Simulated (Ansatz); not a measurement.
Pressure series in CoPdO2

The reference is CoPdO₂ (space group R-3m, No. 166; a = 2.8149 Å, c = 17.6323 Å (hexagonal axes); non-magnetic).

Cell and atoms are relaxed at each pressure.

All numbers come from PBEsol (Ansatz, a quantum-chemistry and plane-wave program; PAW; 420 eV plane waves; no spin-orbit coupling).

```csv
pressure (GPa),volume per atom (Å³/atom)
-2,10.175
-1,10.128
0,10.083
0.7,10.051
1.5,10.016
3,?
5,9.871
7.5,9.774
10,9.681
```

### Question
Fit the third-order Birch–Murnaghan form P(V) = (3B₀/2)[(V₀/V)^(7/3) − (V₀/V)^(5/3)]·[1 + (3/4)(B₀′ − 4)((V₀/V)^(2/3) − 1)] (squares taken in P) to the rows shown and predict the withheld row.

### Answer
Least squares on the printed values gives V₀ = 10.083 Å³/atom, B₀ = 224 GPa, B₀′ = 4.5; this predicts 9.953 Å³/atom, and the run gives 9.952 Å³/atom, in agreement.

Load acts through the strain it causes; cell and atoms are relaxed under it. No phonon test of stability was made. No other phases were tried under pressure. Starting moments died away, wholly or in part, for the base; another magnetic solution may exist. No Hubbard U is applied and the magnetic state is the run's own (CoPdO2 not spin-polarised; CoPdO2 non-magnetic); other magnetic orders, which need larger cells, were not tried and can change the gap. All final runs are without spin polarisation. An odd electron count without spin: CoPdO2.
